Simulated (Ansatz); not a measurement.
**ZnGeP2: pressure −1 GPa**

Start from ZnGeP2 in the chalcopyrite structure (space group I-42d, No. 122; a = 5.500 Å, c = 10.845 Å).

It is then changed as follows: a negative pressure, −1 GPa.

Computed with Kohn–Sham DFT with the PBE functional, run in Ansatz (an electronic-structure program) with PAW and 420 eV plane waves, spin-orbit coupling left out. Γ-centred 9×9×9 mesh, Fermi–Dirac width 0.05 eV.

```json
[
 {"quantity": "volume per atom", "base": "20.50 Å³", "changed": "20.79 Å³", "shift": "+0.284 Å³"},
 {"quantity": "density", "base": "4.05 g/cm³", "changed": "3.99 g/cm³", "shift": "-0.06 g/cm³"},
 {"quantity": "lattice parameter a", "base": "10.393 bohr", "changed": "10.441 bohr", "shift": "+0.048 bohr"},
 {"quantity": "c/a ratio", "base": "1.972", "changed": "1.972", "shift": "0.000"},
 {"quantity": "shortest interatomic distance", "base": "4.459 bohr", "changed": "4.478 bohr", "shift": "+0.019 bohr"},
 {"quantity": "band gap (an upper bound: an edge found on the path is not a true extremum; the base alone)", "base": "1.14 eV", "changed": "1.08 eV", "shift": "-0.06 eV"}
]
```

Load acts through the strain it causes; cell and atoms are relaxed under it. Whether these cells are dynamically stable was not tested.
